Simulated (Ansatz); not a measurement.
Ansatz (a quantum-chemistry and plane-wave program) run on MoSi2 (I4/mmm, 3 atoms in the cell): zone-centre phonon calculation.

Level of theory: PBE (plane waves, PAW; Ansatz).

```yaml
crystal:
  lattice:
    - [-1.59698, 1.59698, 3.90537]
    - [1.59698, -1.59698, 3.90537]
    - [1.59698, 1.59698, -3.90537]
  atoms:
    - { symbol: Si, position: [0.66500, 0.66500, 0.00000] }
    - { symbol: Si, position: [0.33500, 0.33500, 0.00000] }
    - { symbol: Mo, position: [0.00000, 0.00000, 0.00000] }
```

Reference input (self-consistent single point, DFT, PBE, plane waves, default PAW files): basis.ecutwfc = 420 eV; kpoints.mp_grid.grid = 14 14 14; hamiltonian.xc = pbe; hamiltonian.pseudopotentials = {kind: paw} (the program's default PAW files); scf.occupations.method = gaussian; scf.occupations.width = 0.1 eV. This run's input differs from it in these lines:

Ansatz 0.2 input:
```diff
@@ -10,3 +10,3 @@
 basis:
-  ecutwfc: 420.0 eV
+  ecutwfc: 505.0 eV
 kpoints:
@@ -22,6 +22,4 @@
     width: 0.1 eV
-output:
-  forces: true
-  eigenvalues: true
-  stress: true
+phonons:
+  method: dfpt
```

Output (repeated stretches shortened):

```
SCF iter   1: F=—  HF=-6229.115070 eV  |F-HF|=—  |Δ(HF+E_count)|=         —  Δρ=4.59e-3  dr2=7.70e-3  ethr=1.77e-3  ⟨swp⟩=5.0  Hψ=36506  notcnv=0
all-band conjugate gradients solve this SCF's bands
preconditioner: auto → Kerker (q_TF=auto, 2.471 Å⁻¹)
SCF iter   2: F=—  HF=-6229.114088 eV  |F-HF|=—  |Δ(HF+E_count)|=   9.82e-4  Δρ=2.46e-3  dr2=2.22e-3  ethr=3.50e-5  ⟨swp⟩=1.2  Hψ=9981  notcnv=0
   [... lines left out ...]
SCF iter   5: F=—  HF=-6229.113650 eV  |F-HF|=—  |Δ(HF+E_count)|=   7.88e-7  Δρ=3.44e-5  dr2=5.93e-7  ethr=3.15e-8  ⟨swp⟩=2.4  Hψ=11067  notcnv=0
SCF iter   6: F=—  HF=-6229.113650 eV  |F-HF|=—  |Δ(HF+E_count)|=   5.14e-8  Δρ=5.57e-6  dr2=5.24e-9  ethr=2.70e-9  ⟨swp⟩=2.5  Hψ=9123  notcnv=0
SCF iter   7: F=—  HF=-6229.113650 eV  |F-HF|=—  |Δ(HF+E_count)|=   2.53e-9  Δρ=7.56e-7  dr2=1.63e-10  ethr=2.38e-11  ⟨swp⟩=2.7  Hψ=11422  notcnv=0
SCF iter   8: F=-6229.113650 eV  HF=-6229.113650 eV  |F-HF|=1.82e-12  |Δ(HF+E_count)|=  4.09e-11  Δρ=1.68e-7  dr2=9.80e-12  ethr=1.00e-12  ⟨swp⟩=6.0  Hψ=28181  notcnv=0
SCF 1 converged in 8 iterations: F = -6229.113650 eV  dr2 = 9.80e-12
DFPT response loops at Γ: preconditioner auto → Kerker (q_TF=auto, 2.471 Å⁻¹) (partly filled bands, converged f_vac=0.000) …
Free energy (F): -6229.113650 eV
Internal energy: -6229.112280 eV  (E = F + TS)
E sigma→0 (E₀):  -6229.112965 eV
Entropy (-TS):   -0.001370 eV (-0.457 meV/atom)
Fermi energy:    16.173876 eV
--- Phonons (Γ-DFPT): 4 representative perturbations + reference, on 428 of 2744 k-points (Σ response iterations 12) ---
  k mesh reduced under 4 symmetry operations, with k and −k counted as one. Each operation leaves every solved displacement unchanged or reverses it
  ASR residual: 9.349e-5 → 0.000e0 eV/Å²; symmetrization residual: 5.963e-6 eV/Å²
  ASR residual per site (eV/Å²): 2.46e-5 2.46e-5 9.35e-5
  Γ frequencies (cm⁻¹): 0.00 0.00 0.00 279.27 279.27 324.07 333.57 333.57 439.12
  non-analytic LO–TO correction: not included (Born effective charges unavailable; polar crystals: no LO–TO splitting at Γ)
```

The run converged in 8 iterations. 

Summary of the result:
- Free energy E − TS (on the zero of these files): -6229.1137 eV
- Fermi level (on the code's own zero): 16.17 eV
- Zone-centre frequencies (cm⁻¹; negative means imaginary): 0, 0, 0, 279, 279, 324, 334, 334, 439

The starting cell has typed, rounded lattice constants, without a prior relaxation at this level. Its lattice was rescaled by up to half a per cent. Spin polarisation is off.

Cost on one core of a shared machine: roughly 3 min.
